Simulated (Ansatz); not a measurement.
The starting structures come from a database of crystals and need not be the phases stable at ambient conditions.

Evanescent states of B (R-3m, 12 atoms a cell, 7.2 Å³ an atom) along the normal of (100)

All values below come from r2SCAN (plane waves, PAW; Ansatz, a first-principles code).

No gap correction and no spin-orbit coupling; mid-gap is the computed energy nearest the middle.

Energies count from the valence-band top; κ is the least over a 6×4 mesh across the current.

```csv
E (eV),κ (1/Å),where
0.04,0.047,off Γ
0.14,0.081,off Γ
0.23,0.103,off Γ
0.32,0.120,off Γ
0.41,…,off Γ
0.49,…,off Γ
0.58,…,off Γ
0.68,…,off Γ
0.77,…,off Γ
0.85,…,off Γ
0.94,…,off Γ
1.03,…,off Γ
1.12,…,off Γ
1.22,…,off Γ
1.30,0.170,off Γ
1.40,0.144,off Γ
1.49,0.109,off Γ
1.57,0.051,off Γ
```

Question: Complete the blanks.

Answer: 
- 0.41, κ (1/Å): 0.135
- 0.49, κ (1/Å): 0.147
- 0.58, κ (1/Å): 0.158
- 0.68, κ (1/Å): 0.167
- 0.77, κ (1/Å): 0.176
- 0.85, κ (1/Å): 0.183
- 0.94, κ (1/Å): 0.189
- 1.03, κ (1/Å): 0.195
- 1.12, κ (1/Å): 0.200
- 1.22, κ (1/Å): 0.191
